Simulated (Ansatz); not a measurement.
Consider BN in the zinc blende structure (space group F-43m, No. 216; a = 3.581 Å). Axes: x, y, z lie along the cube axes.

Modification: the cell is stretched by 1.00 % along z with no lateral relaxation, atoms relaxed at fixed cell.

All numbers come from Kohn–Sham DFT with the LDA functional, run in Ansatz (a program for electronic structure) with PAW and 420 eV plane waves, without spin-orbit coupling.

Question: Give the band edges at the high-symmetry points of the new zone, measured from its valence-band maximum.

Answer: 
| point | valence edge (eV) | conduction edge (eV) |
|---|---|---|
| Γ | 0.00 | 8.73 |
| X | -5.10 | 4.29 |
| P | -6.72 | 9.38 |
| N | -1.94 | 10.30 |
| M | -4.96 | 4.47 |
| S | -4.08 | 7.02 |
| S₀ | -4.08 | 7.02 |
| R | -6.73 | 9.52 |
| G | -6.73 | 9.52 |

The gap is 4.29 eV, indirect, Γ → X.

The cells carry an imposed strain or load. Stability against distortions was not tested. k-point labels follow each cell's own Brillouin zone.
